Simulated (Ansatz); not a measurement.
A periodic model of amorphous Cu$_{10}$Ni$_{10}$Pd$_{10}$Pt$_{10}$P$_{10}$:

```xyz
50
Lattice="8.8260 0.1149 -0.2095 0.1149 8.5128 0.1925 -0.2095 0.1925 9.1456" Properties=species:S:1:pos:R:3 pbc="T T T"
Cu     3.7268     2.7684     0.0515
Cu     5.3763     2.6389     1.8919
Cu     1.7994     8.2813     5.0155
Cu     8.7867     7.4454     3.3764
Cu     5.9526     4.9863     6.6726
Cu     2.9919     2.4818     2.9139
Cu     7.7789     3.2112     1.4827
Cu     7.3714     7.1136     8.2731
Cu     3.7596     4.9753     7.9283
Cu     4.3118     2.7031     6.7973
Ni     3.0818     6.8712     0.1188
Ni     5.1941     6.8410     2.1034
Ni     1.1266     3.7604     4.1100
Ni     3.2560     4.5294     5.4266
Ni     0.4101     1.7795     5.6760
Ni     1.4582     2.9541     0.9788
Ni     5.5563     7.2148     4.5459
Ni     2.2912     6.1231     3.7980
Ni     7.6518     6.7902     5.6940
Ni     8.1478     4.2487     5.6906
Pd     3.5604     4.7426     1.8443
Pd     5.7830     0.3349     6.8551
Pd     4.6193     0.3997     0.1551
Pd     8.6076     1.7037     8.1527
Pd     5.5778     3.3113     4.5168
Pd     2.4294     0.7618     7.3105
Pd     0.7544     7.6898     0.9734
Pd     8.1920     4.6562     8.2774
Pd     6.1233     2.7273     8.4948
Pd     7.0534     5.3100     3.4053
Pt     1.0330     6.7823     7.3392
Pt     7.1006     0.7699     4.4377
Pt     0.5289     1.3697     2.9106
Pt     0.5658     5.1711     1.9679
Pt     2.9875     8.3360     2.5956
Pt     7.0708     0.5527     1.3228
Pt     1.6187     3.5701     7.3434
Pt     3.7439     6.9388     6.2590
Pt     6.0524     5.0516     0.3830
Pt     4.0825     0.9466     4.7543
P      4.5643     5.4011     3.8887
P      4.8447     7.0725     8.2862
P      5.2431     0.3642     2.7912
P      7.8712     2.9445     3.8797
P      2.1355     0.9383     0.4618
P      7.4504     6.6758     1.4797
P      1.6501     5.1875     9.1571
P      0.7235     5.7236     5.2392
P      8.2737     8.7078     6.6797
P      2.4689     2.4754     5.3624
```

Level of theory: PBE, scalar-relativistic without spin-orbit coupling (plane waves to 420 eV, PAW; Ansatz, a first-principles code).

A CHGNet melt-quench gave the starting glass, which DFT then relaxed. The hot cell started wider than the set density and was brought back towards it in steps. It is the lowest in DFT energy of 3 quenches. It is a model cell: composition and starting density were chosen by hand, and all elements were melted together. No dispersion term was used. Its density started from a set value of 11.41 and ended at 11.00 g/cm³. The quench (nominally 140 K/ps over its main leg) was far faster than any real one, so the model tends to hold more defects than a real film. A cell of this size samples the disorder only roughly. Volume and shape were free in the relaxation. On a 2×2×2 Γ-centred mesh force components of up to 0.24 eV/Å stay, since the relaxation ran on one k-point at (1/4, 1/4, 1/4).

Bonds are counted up to Cu-Cu 3.20 Å, Cu-Ni 2.84 Å, Cu-Pd 3.34 Å, Cu-Pt 3.10 Å, Cu-P 2.66 Å, Ni-Ni 3.06 Å, Ni-Pd 3.16 Å, Ni-Pt 3.20 Å, Ni-P 2.56 Å, Pd-Pd 3.16 Å, Pd-Pt 3.34 Å, Pd-P 2.84 Å, Pt-Pt 3.36 Å, Pt-P 2.70 Å, P-P 2.57 Å.

Q: Give the coordination numbers, mean bond lengths and angles.

A: 
```
Quantity                                                            Result
-----------------------  -------------------------------------------------
Mean coordination of Cu  10.60 (1 with 9, 4 with 10, 3 with 11, 2 with 12)
Mean coordination of Ni             10.30 (2 with 9, 3 with 10, 5 with 11)
Mean coordination of Pd            11.80 (4 with 11, 4 with 12, 2 with 13)
Mean coordination of Pt            11.90 (2 with 11, 7 with 12, 1 with 13)
Mean coordination of P                 7.40 (1 with 6, 4 with 7, 5 with 8)
Mean Cu-Pd bond                       2.813 Å (spread 0.214 Å, 30 counted)
Mean Cu-Pt bond                       2.741 Å (spread 0.101 Å, 28 counted)
Mean Pd-Pt bond                       2.897 Å (spread 0.124 Å, 28 counted)
Mean Ni-Pt bond                       2.728 Å (spread 0.145 Å, 25 counted)
Bond angle at Cu                                  mean 97.0°, spread 33.6°
Bond angle at Ni                                  mean 97.4°, spread 33.4°
Bond angle at Pd                                  mean 96.0°, spread 34.1°
Bond angle at Pt                                  mean 96.6°, spread 33.8°
Bond angle at P                                  mean 100.2°, spread 30.2°
```
